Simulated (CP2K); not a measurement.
Band structure of CaSiAu (P-6m2, 3 atoms in the cell).

```
CELL_PARAMETERS angstrom
      4.32759     0.00000     0.00000
     -2.16379     3.74780     0.00000
      0.00000     0.00000     3.94250
ATOMIC_POSITIONS crystal
  Ca 0.00000 0.00000 0.00000
  Si 0.66667 0.33333 0.50000
  Au 0.33333 0.66667 0.50000
```

Level of theory: PBEsol, GPW, DZVP-MOLOPT-SR-GTH basis, GTH-PBE potentials (GTH_POTENTIALS) (CP2K).

Settings: CUTOFF = 500 Ry; REL_CUTOFF = 40 Ry; SMEAR/METHOD = GAUSSIAN; SIGMA = 0.136 eV; KPOINTS/SCHEME = MACDONALD 6 6 6 0.08333333333 0.08333333333 0.08333333333; XC_FUNCTIONAL = PBE:PBESOL; Ca/BASIS_SET = DZVP-MOLOPT-SR-GTH-q10; Ca/POTENTIAL = GTH-PBE-q10; Si/BASIS_SET = DZVP-MOLOPT-SR-GTH-q4; Si/POTENTIAL = GTH-PBE-q4; Au/BASIS_SET = DZVP-MOLOPT-SR-GTH-q11; Au/POTENTIAL = GTH-PBE-q11; METHOD = GPW; EPS_DEFAULT = 1e-10.

The starting cell comes from a database of computed structures (which also holds hypothetical and non-ambient phases and stackings), without a prior relaxation at this level. Spin-orbit coupling is off. Values carry the incompleteness of an atom-centred basis. The potentials were made for another functional than the one used.

Levels in eV from the Fermi level, bands 9 to 14:
```
point      9     10     11     12     13     14
-----  -----  -----  -----  -----  -----  -----
Γ      -4.67  -4.67   0.27   0.48   0.48   1.02
M      -4.96  -4.82  -4.78  -1.00   0.85   1.14
K      -4.89  -4.73  -3.89  -3.51   1.57   2.42
A      -4.93  -4.02  -3.83   2.09   2.09   2.64
L      -4.91  -4.46  -3.48  -1.39  -1.38  -0.14
H      -5.11  -3.86  -3.54  -2.40  -1.14  -0.03
```

Bands cross the Fermi level along this path, so the cell is metallic at this level.

Higher empty bands are left out: an atom-centred basis made for the valence describes them poorly.
